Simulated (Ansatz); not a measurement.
## NiSi2, pressure series

The reference is NiSi$_{2}$ (space group Fm-3m, No. 225; a = 5.445 Å; non-magnetic).

Cell and atoms are relaxed at each pressure.

Calculations: Ansatz (an electronic-structure program) PBE, no SOC.

```csv
pressure (GPa),volume per atom (Å³/atom)
-2,13.640
-1,13.542
0,13.449
3,13.189
7,12.883
30,?
50,10.899
75,10.235
100,9.722
```

**Question.** Fit the third-order Birch–Murnaghan form P(V) = (3B₀/2)[(V₀/V)^(7/3) − (V₀/V)^(5/3)]·[1 + (3/4)(B₀′ − 4)((V₀/V)^(2/3) − 1)] (squares taken in P) to the rows shown and predict the withheld row.

**Answer.** Least squares on the printed values gives V₀ = 13.449 Å³/atom, B₀ = 149 GPa, B₀′ = 4.5; this predicts 11.625 Å³/atom, and the run gives 11.616 Å³/atom, 0.009 lower.

Load acts through the strain it causes; cell and atoms are relaxed under it. Stability against distortions was not tested. No other phases were tried under pressure. Starting moments died away, wholly or in part, for the base; another magnetic solution may exist. All final runs are without spin polarisation.
